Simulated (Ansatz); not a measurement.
Li3Sn (Fm-3m), PBEsol, DFPT electron-phonon coupling, linearised Boltzmann equation (Ansatz, a program for electronic structure): phonon-limited resistivity 13.9 μΩ·cm at 300 K, current-weighted mean free path 9.6 nm, Drude plasma energy 5.78 eV.

Question: What is the classical skin depth at 100 GHz (nonmagnetic, μ₀ = 1.257×10⁻⁶ H/m)?

Answer: δ = √(ρ/(π f μ₀)) = 593 nm.

Question: Estimate the resistivity of a 20 nm square wire with diffuse walls from ρ ≈ ρ₀(1 + 3ℓ/4d).

Answer: 1 + 0.75 × 9.6/20 = 1.36, so ρ ≈ 18.9 μΩ·cm and a line 1 μm long has 473 Ω. The formula is the free-electron limit for d well above ℓ; grain boundaries add to it.

Question: What Drude relaxation time do resistivity and plasma energy imply?

Answer: ω_p = 8.78e15 s⁻¹, so τ = 1/(ε₀ ω_p² ρ) = 10.5 fs, a damping ħ/τ of 62.5 meV.

A metal at this level (no band gap). Only scattering by harmonic phonons is included (no impurities, grain boundaries, electron-electron scattering or thermal expansion). Spin-orbit coupling is left out. Halving the electron mesh (24x24x24) moves the resistivity by up to 4 % at 300 K, the mean free path by up to 2 %. Smearing 0.20 eV; phonons on a 4x4x4 q mesh, which this run doesn't test.

Computed structure with no diffraction record at hand here (it may be known, metastable or hypothetical): Li3Sn (Fm-3m).
